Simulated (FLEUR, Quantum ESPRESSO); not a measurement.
A FLEUR input for a self-consistent single point of CaMg₃ (P-6m2, 4 atoms in the cell) (DFT, PBEsol, all-electron FLAPW (FLEUR), scalar-relativistic valence):

Input of the input generator:

```
CaMg3 FLAPW
&input film=f /
6.4422083961 0.0000000565 0.0000000000
-3.2211042470 5.5791160992 0.0000000000
0.0000000000 0.0000000000 20.5615052497
1.0
1.0 1.0 1.0

4
20 0.0000001667 -0.0000001667 0.5000000000
12 0.0000001667 -0.0000001667 -0.0000000000
12 0.6666668333 0.3333331667 0.7645500000
12 0.6666668333 0.3333331667 0.2354500000

&comp jspins=1 /
&exco xctyp='PBEs' /
&kpt div1=9 div2=9 div3=3 /
&end /
```

```xml
<?xml version="1.0" encoding="UTF-8" standalone="no"?>
<fleurInput fleurInputVersion="0.39">
   <comment>
      CaMg3 FLAPW                                                                                         
   </comment>
   <calculationSetup>
      <cutoffs Kmax="3.8" Gmax="15.2" GmaxXC="15.2" numbands="0"/>
      <scfLoop itmax="100" minDistance="0.00001" maxIterBroyd="40" imix="Anderson" alpha="0.05" precondParam="0.0" spinf="2.0"/>
      <coreElectrons ctail="T" frcor="F" kcrel="0" coretail_lmax="0"/>
      <xcFunctional name="PBEs" relativisticCorrections="F"/>
      <magnetism jspins="1"/>
      <soc l_soc="F" theta="0.0" phi="0.0" spav="F"/>
      <expertModes spex="0" secvar="F"/>
      <geometryOptimization l_f="T" forcealpha="1.0" forcemix="BFGS" epsdisp="0.00001" epsforce="0.00001"/>
      <ldaU l_linMix="F" mixParam="0.05" spinf="1.0"/>
   </calculationSetup>
   <cell>
      <bzIntegration valenceElectrons="40.0" mode="gauss" fermiSmearingEnergy="0.00367493">
         <kPointListSelection listName="default-1"/>
         <!-- k-points included here -->
         <xi:include xmlns:xi="http://www.w3.org/2001/XInclude" href="kpts.xml"> </xi:include>
      </bzIntegration>
      <!-- symmetry operations included here -->
      <xi:include xmlns:xi="http://www.w3.org/2001/XInclude" href="sym.xml"> </xi:include>
      <bulkLattice scale="1.0">
         <bravaisMatrix>
            <row-1>    6.4422083960999998     0.0000000565000000     0.0000000000000000</row-1>
            <row-2>   -3.2211042470000000     5.5791160992000002     0.0000000000000000</row-2>
            <row-3>    0.0000000000000000     0.0000000000000000    20.5615052497000015</row-3>
         </bravaisMatrix>
      </bulkLattice>
   </cell>
   <atomSpecies>
      <species name="Calcium (Ca)" element="Ca" atomicNumber="20">
         <mtSphere radius="2.68" gridPoints="925" logIncrement="0.013"/>
         <atomicCutoffs lmax="10" lnonsphr="8"/>
         <electronConfig flipSpins="F">
            <coreConfig>(1s1/2) (2s1/2) (2p1/2) (2p3/2)</coreConfig>
            <valenceConfig>(3s1/2) (3p1/2) (3p3/2) (4s1/2)</valenceConfig>
         </electronConfig>
         <energyParameters s="4" p="4" d="3" f="4"/>
         <lo type="SCLO" l="0" n="3" eDeriv="0"/>
         <lo type="SCLO" l="1" n="3" eDeriv="0"/>
      </species>
      <species name="Magnesium (Mg)" element="Mg" atomicNumber="12">
         <mtSphere radius="2.68" gridPoints="925" logIncrement="0.013"/>
         <atomicCutoffs lmax="10" lnonsphr="8"/>
         <electronConfig flipSpins="F">
            <coreConfig>(1s1/2)</coreConfig>
            <valenceConfig>(2s1/2) (2p1/2) (2p3/2) (3s1/2)</valenceConfig>
         </electronConfig>
         <energyParameters s="3" p="3" d="3" f="4"/>
         <lo type="SCLO" l="0" n="2" eDeriv="0"/>
         <lo type="SCLO" l="1" n="2" eDeriv="0"/>
      </species>
   </atomSpecies>
   <atomGroups>
      <atomGroup species="Calcium (Ca)">
         <relPos label="                   1">.0000000000 .0000000000 1.000/2.000</relPos>
         <force calculate="T" relaxXYZ="TTT"/>
      </atomGroup>
      <atomGroup species="Magnesium (Mg)">
         <relPos label="                   2">.0000000000 .0000000000 .0000000000</relPos>
         <force calculate="T" relaxXYZ="TTT"/>
      </atomGroup>
      <atomGroup species="Magnesium (Mg)">
         <relPos label="                   3">-1.000/3.000 1.000/3.000 -.2354500000</relPos>
         <relPos label="                   4">-1.000/3.000 1.000/3.000 .2354500000</relPos>
         <force calculate="T" relaxXYZ="TTT"/>
      </atomGroup>
   </atomGroups>
   <output dos="F" band="F" slice="F">
      <checks vchk="F" cdinf="F"/>
      <bandDOS minEnergy="-.5*Htr" maxEnergy="0.5*Htr" sigma="0.015" storeEVData="T"/>
      <vacuumDOS vacdos="F" integ="F" star="F" nstars="0" locx1="0.0" locy1="0.0" locx2="0.0" locy2="0.0" nstm="0" tworkf="0.0"/>
      <unfoldingBand unfoldBand="F" supercellX="1" supercellY="1" supercellZ="1"/>
      <plotting iplot="0" polar="F">
         <plot TwoD="T" vec1="  1.0  0.0  0.0" vec2="  0.0  1.0  0.0" vec3="  0.0  0.0  1.0" zero="  0.0  0.0  0.0" file="plot"/>
      </plotting>
      <chargeDensitySlicing numkpt="0" minEigenval="0.0" maxEigenval="0.0" nnne="0" pallst="F"/>
      <specialOutput eonly="F"/>
      <magneticCircularDichroism mcd="F" energyLo="-10.0" energyUp="0.0"/>
   </output>
  <!-- We include the file relax.xml here to enable relaxations (see documentation) -->
  <xi:include xmlns:xi="http://www.w3.org/2001/XInclude" href="relax.xml"> <xi:fallback/> </xi:include>
</fleurInput>
```

**Question.** Translate this input to Quantum ESPRESSO.

**Answer.** This is the input that was run; spellings and numerical settings could be chosen otherwise.

```fortran
&CONTROL
    calculation = 'scf',
    prefix = 'run',
    outdir = './tmp',
    pseudo_dir = './',
    tprnfor = .true.,
    tstress = .true.,
/
&SYSTEM
    ibrav = 4,
    A = 3.409069871,
    C = 10.880680000,
    nat = 4,
    ntyp = 2,
    ecutwfc = 40,
    ecutrho = 320,
    occupations = 'smearing',
    smearing = 'gaussian',
    degauss = 0.0073499,
    input_dft = 'pbesol',
/
&ELECTRONS
    conv_thr = 1.0e-11,
    mixing_beta = 0.7,
/
ATOMIC_SPECIES
Ca    40.0780  Ca_pbe_v1.uspp.F.UPF
Mg    24.3050  Mg.pbe-n-kjpaw_psl.0.3.0.UPF
ATOMIC_POSITIONS {angstrom}
Ca    0.000000000    0.000000000    5.440340000
Mg    0.000000000    0.000000000    0.000000000
Mg    1.704534935    0.984113704    8.318823894
Mg    1.704534935    0.984113704    2.561856106
K_POINTS {automatic}
9 9 3  0 0 0
```

Basis, cutoffs, solver keys and any potentials are the target program's own. This input uses DFT, PBEsol, plane waves, SSSP 1.1.2 efficiency (PBE) pseudopotentials. Both were run: largest force 0.002 eV/Å in FLEUR and 0.001 in Quantum ESPRESSO.

On Quantum ESPRESSO: the starting cell comes from a database of computed structures (which also holds hypothetical and non-ambient phases and stackings), without a prior relaxation at this level.

On FLEUR: the starting cell comes from a database of computed structures (which also holds hypothetical and non-ambient phases and stackings), without a prior relaxation at this level. Values depend on the basis (sphere radii, cutoffs, local orbitals), which need not be converged.
